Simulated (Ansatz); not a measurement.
Structures of equal composition on the (0001) surface of hcp Ru: a layer of Os in place of the second plane; a layer of Os in place of the third plane. The slabs share one bottom face, and each structure is named by its start. These are constructed structures in small cells; real faces may alloy, dewet or reconstruct in larger ones, and not all known structures of the face are among them. Slabs of about 11 Å, Fermi-Dirac smearing of 0.1 eV. Bottom of the slabs: a bare face, its two planes held. Relaxed from the named starts with such symmetry as they have, on meshes of like density; energies extrapolated to zero smearing; spin only where a row says so; no spin-orbit coupling, no U. Brackets mark spin-polarised runs, whose order is one that fits the cell.

All values below come from PBE (plane waves to 420 eV, PAW; Ansatz, a quantum-chemistry and plane-wave program).

Order them by energy per 1x1 cell (lowest first) at the level PBE.

a layer of Os in place of the second plane (0.000 eV), a layer of Os in place of the third plane (0.061 eV)
